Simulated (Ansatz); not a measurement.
The starting structures come from a database of crystals and need not be the phases stable at ambient conditions.

 Where the default PAW files enter, the runs use the earlier of Ansatz's two default sets.

Consider the following.

```xyz
8
Lattice="5.1351 0.0000 0.0000 -0.6102 5.0987 0.0000 0.6102 0.6875 5.0521" Properties=species:S:1:pos:R:3 pbc="T T T"
Rb     2.5675     2.8931     2.5261
Bi     0.0000     0.0000     0.0000
F      0.1072     3.5244     1.0520
F      5.0279     2.2619     4.0001
F      4.2256     0.6136     1.7018
F      0.9095     5.1726     3.3503
F      3.4867     4.6730     4.6736
F      1.6484     1.1132     0.3786
```

Space group of this cell: R-3. The cell is taken as given; by r2SCAN its mean pressure is -1.6 GPa.

Transport runs along the normal of the first two printed cell vectors, the (101) plane of the conventional cell.

The gap is the functional's own. No spin-orbit coupling. Mid-gap values are interpolated on the energy grid.

Question: Give the band gap and the smallest decay constant κ at mid-gap that Ansatz (a quantum-chemistry and plane-wave program) with r2SCAN yields.

Answer: Gap 3.58 eV on a 6×6×6 mesh; κ = 0.462 1/Å, at the zone centre.
